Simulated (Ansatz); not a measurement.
## GaAs: energy against strain

GaAs (zinc blende, F-43m, 22.653 Å³/atom at rest) under an equal strain ε in the (111) plane with the normal axis free, as in a coherent film. PBEsol in Ansatz, a plane-wave DFT program (PAW, default set), 420 eV, 10×10×10 Γ-centred mesh, Fermi-Dirac smearing 0.05 eV; ions are relaxed within the symmetry of each cell.

Here s stands for strain and y for E less E0.

```
strain (%)  E less E0 (meV/atom)
----------  --------------------
-1.25                       3.66
-0.83                       1.60
-0.42                       0.41
0.00                        0.00
0.42                        0.40
0.83                        1.53
1.25                        3.44
2.50                           ?
```

Taking a parabola for y over the 7 complete rows: Least squares gives y = 0.002 - 0.0695·s + 2.2703·s². Residuals (row less fit): 0.024, -0.024, -0.022, -0.002, 0.027, 0.022, -0.022; standard error 0.029 (degrees of freedom: 4). Twice the quadratic coefficient over the volume, 2 × 2.2703 meV × 10⁴ × 0.1602 / 22.653 Å³, is twice the biaxial elastic modulus of this plane = 321 ± 3 GPa.

Estimate the missing y (s = 2.50); what did the run itself give?

y = 0.002 - 0.0695 × 2.50 + 2.2703 × 2.50² = 14.018 meV/atom. The calculation gives 13.25 meV/atom, 0.768 meV/atom below the prediction (5.8 % of the range of y in the table). The row lies outside the fitted rows, so this is an extrapolation. From the scatter of the fitted rows alone, a prediction at this place has a standard error of 0.110 meV/atom, so the miss is 7.0 times that.

One order more, fitted to all 13 runs of the series, follows each within 0.01, so the miss is the next term of a smooth law. Rows are the converged runs of the series near zero and its far end; series whose fitted rows scatter by over a few per cent of the range, as at a crossing or softening among them, aren't shown in this form. Most that stay on the fit to the last digits aren't either.
